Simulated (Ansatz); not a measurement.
A relaxation of cell and atoms of SnO₂ (P4_2/mnm, 6 atoms in the cell) with Ansatz (a first-principles code).

Method of the run: PBE, PAW files (plane waves; Ansatz).

```yaml
crystal:
  lattice:
    - [4.87775, 0.00000, 0.00000]
    - [0.00000, 4.87775, 0.00000]
    - [0.00000, 0.00000, 3.28352]
  atoms:
    - { symbol: Sn, position: [0.50000, 0.50000, 0.50000] }
    - { symbol: Sn, position: [0.00000, 0.00000, 0.00000] }
    - { symbol: O, position: [0.19403, 0.80597, 0.50000] }
    - { symbol: O, position: [0.80597, 0.19403, 0.50000] }
    - { symbol: O, position: [0.69403, 0.69403, 0.00000] }
    - { symbol: O, position: [0.30597, 0.30597, 0.00000] }
```

Reference input (self-consistent single point, DFT, PBE, plane waves, PAW files): basis.ecutwfc = 420 eV; kpoints.mp_grid.grid = 7 7 10; hamiltonian.xc = pbe; hamiltonian.pseudopotentials = {kind: paw} (an earlier, softer set of the program's PAW files); scf.occupations.method = fixed. This run's input differs from it in these lines:

```diff
@@ -21,2 +21,4 @@
   occupations: { method: fixed }
+relax:
+  cell: {}
 output:
```

Output (repeated stretches shortened):

```
   [... SCF lines of the steps left out ...]
relax step   1: F+E_penalty+E_count = -14318.09674795 eV  Δ(F+E_penalty+E_count) = +0.000e0 eV  max|allowed force component| = 1.359e-1 eV/Å  Δτ_max = 0.0000 Å  P = -5.989 GPa  Ω = 78.123 Å³  (8 SCF iters, dr2 threshold 1.00e-7 eV, accepted)
relax step   2: F+E_penalty+E_count = -14318.15577226 eV  Δ(F+E_penalty+E_count) = -5.902e-2 eV  max|allowed force component| = 6.925e-3 eV/Å  Δτ_max = 0.0041 Å  P = +0.048 GPa  Ω = 75.449 Å³  energy of the carried Pulay correction = +5.823e-3 eV  [...]
   [... lines left out ...]
relax step   7: F+E_penalty+E_count = -14318.15160466 eV  Δ(F+E_penalty+E_count) = -1.481e-4 eV  max|allowed force component| = 1.942e-5 eV/Å  Δτ_max = 0.0001 Å  P = +0.000 GPa  Ω = 75.465 Å³  energy of the carried Pulay correction = +1.243e-4 eV  [...]
relax step   8: F+E_penalty+E_count = -14318.15144980 eV  Δ(F+E_penalty+E_count) = +1.549e-4 eV  max|allowed force component| = 3.160e-5 eV/Å  Δτ_max = 0.0000 Å  P = -0.002 GPa  Ω = 75.465 Å³  stress off target by 2.59e-3 GPa  SCF on the basis [...]
basis re-selected at this cell: Δ(F+E_penalty+E_count) = +1.549e-4 eV, ΔP = -0.002 GPa vs the last step
the relaxation is at rest under the 16 symmetry operations that the run kept from its start: a minimum is not shown …
Stability not checked: this state was not tested for a lower state beside it, because too few of the mixer's solves of this state at the end of the SCF gave a …
Free energy (F): -14318.151450 eV
Internal energy: -14318.151450 eV  (E = F + TS)
   [... lines left out ...]
Fermi energy:    8.776830 eV
  cell:  # Å, volume = 75.4645 Å³
   [... lines left out ...]
    - { symbol: Sn, position: [-3.704587366396632e-20, 7.409174732793603e-21, 0.0] }
    - { symbol: O, position: [0.19340176354473548, 0.8065982364552644, 0.5000000000000001] }
    - { symbol: O, position: [0.8065982364552644, 0.19340176354473548, 0.5000000000000001] }
    - { symbol: O, position: [0.6934017635447354, 0.6934017635447354, 0.0] }
    - { symbol: O, position: [0.3065982364552645, 0.3065982364552645, 0.0] }
```

The run converged. 

Summary of the result:
* **Free energy E − TS (on the zero of these files)**: -14318.1514 eV
* **Top of the valence band (on the code's own zero)**: 8.78 eV
* **Gap on the k-point mesh**: 0.68 eV
* **Pressure**: 0.00 GPa
* **Final cell**: a = 4.828 Å, b = 4.828 Å, c = 3.238 Å, α = 90.00°, β = 90.00°, γ = 90.00°
* **Final volume per atom**: 12.58 Å³
* **Relaxation steps**: 8

The starting cell comes from a database of computed structures (which also holds hypothetical and non-ambient phases and stackings), without a prior relaxation at this level. Its lattice was rescaled by a random factor within 2.5 % of one. The relaxation keeps the symmetry of its start, so its end need not be a minimum. Ansatz's pressure includes its estimate of the finite-basis (Pulay) stress.

Cost on one core of a shared machine: roughly 50 s.

Keys are those of Ansatz 0.2.
